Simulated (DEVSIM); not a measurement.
## abrupt Si n-p junction

Device: abrupt Si n-p junction, at 300 K.

```csv
layer (left to right),material,thickness (μm),Nd (cm⁻³),Na (cm⁻³),τn (s),τp (s)
1,Si,0.230,1e15,-,4.6e-6,4.6e-6
2,Si,2.30,-,3.8e16,4.6e-6,4.6e-6
```

Left contact: ohmic. Right contact: ohmic. Voltage is applied to the left contact. Recombination: SRH at mid-gap. Gap narrowing is on: ΔEg = 6.92 meV × (l + √(l² + 0.5)), l = ln(N/1.3e17 cm⁻³), shared equally by both band edges. Mobility is constant in doping.

The device is made up for the run: typed textbook-type constants, with dimensions and the other settings drawn at random. Values at 300 K.

```
parameter           Si
-------------  -------
gap (eV)         1.124
affinity (eV)     4.05
permittivity      11.7
Nc (cm⁻³)      2.86e19
Nv (cm⁻³)       3.1e19
μn (cm²/Vs)       1417
μp (cm²/Vs)        470
```

Model (solved in DEVSIM): 1D drift-diffusion, Boltzmann statistics, complete ionisation; no tunnelling, impact ionisation, image-force lowering or self-heating.

```
Property                                           Result
---------------------------------------------  ----------
Potential step across the device at zero bias     0.685 V
Largest field in the device at zero bias       28000 V/cm
Dark forward voltage at 1 A/cm²                   0.425 V
Dark forward voltage at 100 A/cm²                 0.585 V
```

Dark forward current:

```
V (V)  J (A/cm²)
-----  ---------
-0.05    -1.2e-6
-0.10    -8.6e-6
-0.15    -5.5e-5
-0.25    -0.0021
-0.30     -0.013
-0.35     -0.076
-0.40      -0.43
-0.50        -11
-0.55        -46
-0.60       -140
-0.65       -320
-0.75       -970
-0.80      -1500
-0.85      -2100
```
